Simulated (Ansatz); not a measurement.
**Hypothetical simple cubic Ag: response to strain**

Consider Ag in the simple cubic structure (space group Pm-3m, No. 221; a = 2.751 Å; a hypothetical phase, not in the database extracts checked; relaxed with 0.1 eV smearing). Axes: x, y, z lie along the cube axes.

Strains are applied to the cell and any free atomic positions relax; under biaxial strain the out-of-plane vector relaxes too; under stress the whole cell relaxes.

The values are results of PBE, PAW, 420 eV (Ansatz, a quantum-chemistry and plane-wave program; no spin-orbit coupling), not measurements.

Notes on the quantities. energy relative to the base: free energy F; pressure: mean of the normal stresses, compression positive.

| case | shortest interatomic distance | energy relative to the base | space group | pressure |
|---|---|---|---|---|
| base | 2.751 Å | 0 meV/atom | Pm-3m (No. 221) | 0.0 GPa |
| biaxial strain −1.46 %, plane normal [001], relaxed out of plane | 2.711 Å | +5.6 meV/atom | P4/mmm (No. 123) | 2.1 GPa |
| biaxial strain +1.03 %, plane normal [001], relaxed out of plane | 2.748 Å | +2.5 meV/atom | P4/mmm (No. 123) | -1.2 GPa |
| tensor shear ε_xz = +2.14 % | 2.751 Å | -1.4 meV/atom | Cmmm (No. 65) | 0.0 GPa |
| tensor shear ε_xz = −0.52 % | 2.751 Å | -0.1 meV/atom | Cmmm (No. 65) | 0.0 GPa |
| tensor shear ε_yz = −1.19 % | 2.751 Å | -0.4 meV/atom | Cmmm (No. 65) | 0.0 GPa |
| uniaxial stress, 8 GPa tension along x | 2.742 Å | +46 meV/atom | P4/mmm (No. 123) | – |

Beyond what the load breaks, stability against distortions was not tested. Under tensor shear ε_xz = +2.14 % and tensor shear ε_yz = −1.19 % the cell ends below the base's energy or with stress of the wrong sign: the atoms slid into a distortion or the cell is elastically unstable, so the base is not a stable minimum at this level.
